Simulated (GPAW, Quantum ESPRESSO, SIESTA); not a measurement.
# Code comparison for TaF₃ (Pm-3m, 4 atoms in the cell)

Self-consistent single point.

```xyz
4
Lattice="4.1666 0.0000 0.0000 0.0000 4.1666 0.0000 0.0000 0.0000 4.1666" Properties=species:S:1:pos:R:3 pbc="T T T"
Ta     0.0000     0.0000     0.0000
F      0.0000     2.0833     0.0000
F      2.0833     0.0000     0.0000
F      0.0000     0.0000     2.0833
```
Moments meant for the start (each program seeds them in its own way; μB, in the order of the atoms Ta F F F): 1.0 0.0 0.0 0.0.

Shared settings, as Quantum ESPRESSO writes them: occupations = smearing; smearing = gauss; degauss = 0.019992 Ry; nspin = 2; K_POINTS = automatic 9 9 9 0 0 0. Potentials and cutoffs stand in the table.

| code | model | pressure (GPa) | size of the net moment (μB/atom) | cutoff |
|---|---|---|---|---|
| Quantum ESPRESSO | PBEsol+U, PseudoDojo standard norm-conserving (PBESOL) pseudopotentials | 2.35 | 0.50 | 85 Ry |
| SIESTA | GGA PBEsol+U, numerical atomic orbitals DZP, PseudoDojo PBEsol standard norm-conserving potentials (rewritten from UPF to PSML) | 2.20 | 0.50 | grid 350 Ry |
| GPAW | PBEsol+U, GPAW PAW datasets PBEsol (made by gpaw-setup) | – | 0.50 | 950 eV |

Hubbard term: atomic; U Ta-5d 8 eV.

A dash marks a value that a program does not give, or that is left out as unsure.

On Quantum ESPRESSO's run: spin-orbit coupling is off. With one magnetic atom in the cell only a parallel order is possible. With U or open f shells several self-consistent states can exist.

The spread over the programs that give each value: pressure within 0.15 GPa; size of the net moment within 0.00 μB/atom.

SIESTA uses small atom-centred bases, whose incompleteness enters pressures, forces and empty levels differently from a plane-wave cutoff. The pressure of GPAW is left out: its cutoff lies under the one at which its stress was checked. The same U acts on different projectors in each program, which moves gaps, moments and pressures.

The starting cell comes from a database of computed structures (which also holds hypothetical and non-ambient phases and stackings), without a prior relaxation at this level.

Left out of this page: Ansatz (stopped by limits of time or memory).
